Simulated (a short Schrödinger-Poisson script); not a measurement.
Symmetric double-gate stack, Al2O3 on p-type InP

System: symmetric double-gate stack, Al2O3 on p-type InP, at 300 K.

| layer | material | thickness (nm) | Na (cm⁻³) |
|---|---|---|---|
| 1 | Al2O3 | 2.1 | - |
| 2 | InP | 20 | 8e17 |
| 3 | Al2O3 | 2.1 | - |

Constants are typed, rounded textbook-type inputs, not results; the design itself was drawn at random and stands for no fabricated device. Al2O3: permittivity 9, conduction-band edge (eV) 3.03, gap (eV) 6.8, electron mass (mₑ) 0.3. InP: permittivity 12.5, conduction-band edge (eV) 0, gap (eV) 1.344, Nv at 300 K (cm⁻³) 1.1e19.

Channel valleys (confinement mass, in-plane density-of-states mass, number): Γ 0.08, 0.08, 1. At the gates, both at one voltage, the conduction-band edge of layer 1 lies 3.16 eV − eVg above the Fermi level of the channel. Gaps are held at their typed values at every temperature. Mesh 0.03 nm at interfaces.

From a short Schrödinger-Poisson script (our own, NumPy): 1D Poisson equation in equilibrium, electrons quantum, Hartree (BenDaniel-Duke, 12 states a valley, the channel's in-plane mass for all, wave functions free to enter the dielectric), parabolic valleys, classical holes, full ionisation, no traps, pinning or gate leakage.

```tsv
Vg (V)	electrons (cm⁻²)	C (μF/cm²)	Γ E0 (meV)	Γ E1 (meV)
-0.1	5.20e6	< 0.003	321.6	342.2
-0.05	3.59e7	< 0.003	271.6	292.2
0	2.49e8	< 0.003	221.6	242.2
0.05	1.71e9	0.0108	171.7	192.3
0.1	1.16e10	0.0713	122.2	142.7
0.15	7.03e10	0.381	75.3	95.4
0.2	2.95e11	1.12	36.9	55.7
0.25	7.59e11	1.83	9.9	26.3
0.3	1.41e12	2.30	-9.7	4.0
0.35	2.17e12	2.61	-25.6	-14.4
0.4	3.03e12	2.84	-39.6	-30.6
0.45	3.94e12	3.01	-52.7	-45.5
0.5	4.90e12	3.14	-65.3	-59.6
0.55	5.89e12	3.24	-77.7	-73.2
0.6	6.92e12	3.33	-90.0	-86.5
0.65	7.97e12	3.41	-102.3	-99.6
0.7	9.04e12	3.48	-114.7	-112.5
0.75	1.01e13	3.54	-127.0	-125.3
0.8	1.13e13	3.59	-139.4	-138.1
0.85	1.24e13	3.64	-151.8	-150.8
```

Gate voltages with under 1e6 electrons/cm² are left out.

Subbands count from the Fermi level. The capacitance is that of both gates.

Above a few 1e12 electrons/cm² a light Γ valley is non-parabolic and upper valleys begin to fill, which the model leaves out.
